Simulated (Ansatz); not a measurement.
GaS under a change: pressure 7 GPa

Start from GaS in the beta-GaS type structure (space group P6_3/mmc, No. 194; a = 3.591 Å, c = 15.449 Å; layered, stacked along the Cartesian z axis).

One thing is altered: a hydrostatic pressure of 7 GPa.

All numbers come from PBE-D3(BJ) (Ansatz, an electronic-structure program), no SOC. Γ-centred 11×11×3 mesh, Fermi–Dirac width 0.05 eV.

The density goes up by 0.56 g/cm³ to 4.48 g/cm³ and the lattice parameter a falls by 0.2146 bohr to 6.571 bohr. The c/a ratio shrinks by 0.1532 to 4.149 and the enthalpy H = E + PV relative to the base's energy is +0.87 eV/atom. The band gap decreases by 0.59 eV to 0.97 eV and the gap character becomes indirect, Γ → K (base: indirect, Γ → M). The width of the top valence band goes up by 0.41 eV to 2.41 eV and the hole mass changes from 0.15 mₑ along c, 2.6 mₑ across (at Γ) to 0.13 mₑ along c, 2.0 mₑ across (at Γ). The valence-band top at Γ (three highest levels, from the VBM) becomes 0.00, -1.51, -1.51 eV (base: 0.00, -1.42, -1.42 eV) and the valley order (the lowest conduction-band minima on the path, energy above the VBM, named in the base's zone) changes from M (1/2, 0, 0) 1.56 eV; Γ 1.65 eV; K (1/3, 1/3, 0) 1.75 eV to K (1/3, 1/3, 0) 0.97 eV; M (1/2, 0, 0) 1.10 eV; Γ 1.97 eV.

Load acts through the strain it causes; cell and atoms are relaxed under it. Masses are band curvatures over ±0.01 Å⁻¹ around the edge. Whether these cells are dynamically stable was not tested. No other phases were tried under pressure.
